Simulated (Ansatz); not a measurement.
Base system: Cd in the hcp (Mg type) structure (space group P6_3/mmc, No. 194; a = 3.0294 Å, c = 5.7589 Å; relaxed with 0.1 eV smearing). Axes: x lies along a and z along c of the hexagonal cell.

Calculations: PBE, PAW, 420 eV (Ansatz, an electronic-structure program; no spin-orbit coupling).

Now apply this change: the cell is stretched by 2.50 % along z with no lateral relaxation, atoms relaxed at fixed cell.

Problem. Predict the new stress.

Solution. The stress (xx, yy, zz, yz, xz, xy; compression positive) amounts to (-0.7, -0.7, -0.9, 0.0, 0.0, 0.0) GPa.

Problem. What does the calculation give for the energy relative to the base after the change?

Solution. The energy goes up by 1.6 meV/atom.

The cells carry an imposed strain or load. Whether these cells are dynamically stable was not tested.
